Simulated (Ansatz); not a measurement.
**A computed series for MgF2: pressure series**

Start from MgF₂ (space group Pa-3, No. 205; a = 4.954 Å; a cell from a computed database, its experimental status unchecked).

Cell and atoms are relaxed at each pressure.

Computed with Ansatz (a quantum-chemistry and plane-wave program), PBEsol, PAW, cutoff 420 eV, no spin-orbit coupling.

Candidates:
(a) pressure −2 GPa
(b) pressure 5 GPa
(c) pressure 3 GPa
(d) pressure 1.5 GPa
(e) pressure 7.5 GPa

For the base:

```
Quantity   Result
--------  -------
Band gap  6.82 eV
```

**Question.** Order them by band gap, highest first.

**Answer.** (e) pressure 7.5 GPa (7.28 eV), (b) pressure 5 GPa (7.13 eV), (c) pressure 3 GPa (7.01 eV), (d) pressure 1.5 GPa (6.92 eV), (a) pressure −2 GPa (6.68 eV)

Load acts through the strain it causes; cell and atoms are relaxed under it. No phonon test of stability was made. No other phases were tried under pressure.
